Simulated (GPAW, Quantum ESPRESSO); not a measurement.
A Quantum ESPRESSO input for a self-consistent single point of Tl (P6_3/mmc, 4 atoms in the cell) (DFT, PBE, plane waves, GBRV 1.5 ultrasoft (PBE) pseudopotentials):

```fortran
&control
    calculation = 'scf'
    prefix = 'scf'
    outdir = './tmp'
    pseudo_dir = './'
    tprnfor = .true.
    tstress = .true.
/
&system
    ibrav = 0
    nat = 4
    ntyp = 1
    ecutwfc = 40
    ecutrho = 200
    occupations = 'smearing'
    smearing = 'gaussian'
    degauss = 0.0036749
/
&electrons
    conv_thr = 1.0d-10
    mixing_beta = 0.4
/
ATOMIC_SPECIES
Tl   204.3800  tl_pbe_v1.2.uspp.F.UPF
ATOMIC_POSITIONS alat
Tl    0.00000000    0.00000000    0.00000000
Tl    0.00000000    0.00000000    1.60540854
Tl    0.00000000    0.57735027    0.80270427
Tl    0.50000000    0.28867514    2.40811282
K_POINTS automatic
7 7 2  0 0 0
CELL_PARAMETERS angstrom
   3.47671097     0.00000000     0.00000000
  -1.73835549     3.01092002     0.00000000
   0.00000000     0.00000000    11.16308300
```

Give the GPAW input for the same structure, mesh, smearing and functional.

One input that does it (others would too):

```python
from ase import Atoms
from ase.units import GPa
from gpaw import GPAW

atoms = Atoms(['Tl', 'Tl', 'Tl', 'Tl'],
              cell=[[3.476711, 0.000000, 0.000000],
                    [-1.738356, 3.010920, 0.000000],
                    [0.000000, 0.000000, 11.163083]],
              positions=[[0.000000, 0.000000, 0.000000],
                         [0.000000, 0.000000, 5.581542],
                         [-0.000002, 2.007281, 2.790771],
                         [1.738357, 1.003639, 8.372312]],
              pbc=True)

calc = GPAW(mode={'name': 'pw', 'ecut': 600},
            xc='PBE',
            kpts={'size': (7, 7, 2), 'gamma': True},
            occupations={'name': 'methfessel-paxton', 'width': 0.05, 'order': 0},
            nbands=-8,
            convergence={'forces': 0.001},
            symmetry={'symmorphic': False, 'tolerance': 0.0005},
            maxiter=120,
            txt='-')

atoms.calc = calc

energy = atoms.get_potential_energy()
print('Energy (eV):', round(energy, 6))
forces = atoms.get_forces()
print('Forces (eV/Ang):')
print(forces.round(5))
stress = atoms.get_stress()
print('Stress (GPa, Voigt):', (stress / GPa).round(4))
```

Basis, cutoffs, solver keys and any potentials are the target program's own. This input uses DFT PBE, plane waves, GPAW PAW datasets PBE (gpaw-data 1.0.1). Both were run: pressure 0.66 GPa in Quantum ESPRESSO and 1.87 in GPAW.

On Quantum ESPRESSO: the starting cell comes from a database of computed structures (which also holds hypothetical and non-ambient phases and stackings), without a prior relaxation at this level. Its lattice was rescaled by a random factor within 2.5 % of one.

On GPAW: the starting cell comes from a database of computed structures (which also holds hypothetical and non-ambient phases and stackings), without a prior relaxation at this level. Its lattice was rescaled by a random factor within 2.5 % of one.
